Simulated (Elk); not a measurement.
A self-consistent single point of AlNi3 (Pm-3m, 4 atoms in the cell) with Elk.

Computed with Elk with PBE, all-electron FP-LAPW, Elk's shipped species files, LAPW+lo basis.

The change in words: lattice scaled by 0.98. Reference geometry:
```yaml
crystal:
  lattice:
    - [3.52587, 0.00000, 0.00000]
    - [0.00000, 3.52587, 0.00000]
    - [0.00000, 0.00000, 3.52587]
  atoms:
    - { symbol: Al, position: [0.00000, 0.00000, 0.00000] }
    - { symbol: Ni, position: [0.00000, 0.50000, 0.50000], spin: 2.0 }
    - { symbol: Ni, position: [0.50000, 0.00000, 0.50000], spin: 2.0 }
    - { symbol: Ni, position: [0.50000, 0.50000, 0.00000], spin: 2.0 }
```
(The spins are starting values, not results.)

Reference input (self-consistent single point, DFT, PBE, all-electron FP-LAPW, Elk's shipped species files, LAPW+lo basis): xctype = 20; spinpol = true; rgkmax = 8; stype = 3; swidth = 0.00367493 Ha; ngridk = 8 8 8; reducebf = 0.8; gmaxvr = 16 1/bohr; nxoapwlo = 1; rmtscf = 0.92; nempty = 12 per atom; bfcmt = [[0.0, 0.0, 0.0], [0.0, 0.0, -2.0], [0.0, 0.0, -2.0], [0.0, 0.0, -2.0]]. This run's input differs from it in these lines:

```diff
@@ -37,5 +37,5 @@
 avec
-    3.5258680000    0.0000000000    0.0000000000
-    0.0000000000    3.5258680000    0.0000000000
-    0.0000000000    0.0000000000    3.5258680000
+    3.4553510000    0.0000000000    0.0000000000
+    0.0000000000    3.4553510000    0.0000000000
+    0.0000000000    0.0000000000    3.4553510000
```

Output (repeated stretches shortened):

```
│ Self-consistent loop started │
│ Loop number : 1 │
 total energy                :     -4811.05510261
 total moment                :    2.919149902
│ Loop number : 2 │
 total energy                :     -4811.37532519
 total moment                :    2.907501141
RMS change in Kohn-Sham potential (target) :    2.068827120     (  0.1000000000E-05)
Absolute change in total energy (target)   :   0.3202225767     (  0.1000000000E-03)
│ Loop number : 3 │
 total energy                :     -4801.06327325
 total moment                :    1.650675689
RMS change in Kohn-Sham potential (target) :    1.449011090     (  0.1000000000E-05)
   [... lines left out ...]
│ Loop number : 35 │
 total energy                :     -4805.57713300
 total moment                :   0.2230425568E-01
RMS change in Kohn-Sham potential (target) :   0.1139914676E-05 (  0.1000000000E-05)
Absolute change in total energy (target)   :   0.1775897545E-03 (  0.1000000000E-03)
│ Loop number : 36 │
 total energy                :     -4805.57715803
 total moment                :   0.1966848229E-01
RMS change in Kohn-Sham potential (target) :   0.9802927392E-06 (  0.1000000000E-05)
Absolute change in total energy (target)   :   0.1936558601E-04 (  0.1000000000E-03)
Convergence targets achieved

│ Loop number : 37 │

Energies :
 Fermi                       :     0.368751470926
 xc effective B-field        :    -0.167434182935E-06
 external B-field            :      0.00000000000
 total energy                :     -4805.57707017
 (external B-field energy excluded from total)

Density of states at Fermi energy :    114.6098629
 (states/Hartree/unit cell)

Estimated indirect band gap :   0.1550529198E-02
 from k-point     32 to k-point     26
Estimated direct band gap   :   0.8063164434E-02
 at k-point      7

Charges :
 core                        :    40.00000000
 valence                     :    57.00000000
 interstitial                :    4.653606308
 muffin-tins (core leakage)
  species :    1 (Al)
   atom    1                 :    11.09569179     (  0.1221630969E-02)
  species :    2 (Ni)
   [... lines left out ...]

Moments :
 interstitial                :  -0.2717761678E-03
 muffin-tins
  species :    1 (Al)
   atom    1                 :  -0.7212367457E-04
  species :    2 (Ni)
   atom    1                 :   0.1361454033E-02
   atom    2                 :   0.1361454033E-02
   atom    3                 :   0.1361454033E-02
 total in muffin-tins        :   0.4012238426E-02
 total moment                :   0.3740462258E-02

│ Self-consistent loop stopped │
```

The run converged in 37 iterations. The count includes the last loop, which Elk runs after its targets are met. Against the reference run the free energy rises by 58.4 meV/atom.

The starting cell comes from a database of computed structures (which also holds hypothetical and non-ambient phases and stackings), without a prior relaxation at this level. Its lattice was rescaled by a random factor within 2.5 % of one. For this run, on top of that: lattice scaled by 0.98. The starting moments vanished: the run ended non-magnetic, which need not be the lowest state. Values depend on the basis (sphere radii, cutoffs, local orbitals), which need not be converged. The log's line on a gap gives a spacing of levels on this mesh, which the program prints for metals too.

Cost on one core of a shared machine: roughly 2 min.
